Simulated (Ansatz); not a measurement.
CF2 on the 1x1 (110) surface of bcc W, one in a 2x2 cell, energies for each (28.7 Å²). Energies are against CF4(g) − F2(g), without zero-point or thermal terms; each row is named by its start.

All values below come from PBE (plane waves to 420 eV, PAW; Ansatz, an electronic-structure program).

Slab: 19 atoms, 6.6 Å thick at the start under the adsorbate (thin: gaps and levels are the slab's own); k 6x6x1, smearing 0.1 eV, dipole-corrected; 8 atoms held, the rest relaxed; each run with such symmetry as its start has; no spin, no spin-orbit, no U, no dispersion correction.

A negative adsorption energy means that the adsorbate is more stable on the surface than in its reference. Starts that drift may end in the same place. Heights count from the host atoms within 0.3 Å of the top one.

| starting site | E_ads (eV) | height (Å) | nearest host atom (Å) | bonded to | Δ work function (eV) | lateral drift (Å) |
|---|---|---|---|---|---|---|
| top W | 5.24 | 2.16 | W 2.07 | W | 0.36 | 0.0 |
| hollow W-W-W (the adsorbate came apart) | 3.10 | 1.20 | W 2.11 | 5 W | 1.32 | 2.1 |
| bridge W-W (span 2.8 Å) | 5.27 | 1.76 | W 2.20 | 2 W | 1.20 | 0.0 |
| bridge W-W (span 3.2 Å) | 5.22 | 1.41 | W 2.17 | 4 W | 0.85 | 0.0 |
